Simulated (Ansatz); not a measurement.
Base system: SnS2 in the CdI2 type structure (space group P-3m1, No. 164; a = 3.626 Å, c = 5.573 Å; layered, stacked along the Cartesian z axis).

Levels (all Ansatz, a first-principles code, PAW): PBEsol-D3(BJ) (420 eV, without spin-orbit coupling); HSE06 (420 eV, no spin-orbit coupling).

Its gap is 0.96 eV with PBEsol-D3(BJ) and 1.90 eV with HSE06.

It is then changed as follows: Cl takes the place of S on all its sites; the structure is relaxed again.

With PBEsol-D3(BJ) the gap becomes 1.83 eV.

If the HSE06 correction stayed the same, what would the HSE06 gap be, and what does the HSE06 run give?

A rigid correction of +0.94 eV gives 2.77 eV. The HSE06 run gives 2.74 eV, so the two effects roughly add.

Single points use the geometry relaxed with PBEsol-D3(BJ). HSE06 was sampled on its mesh, a few special points and the semilocal edge points, so its gap is an upper bound. Whether these cells are dynamically stable was not tested. As relaxed here, SnCl2 is a hypothetical phase, not in the database extracts checked.
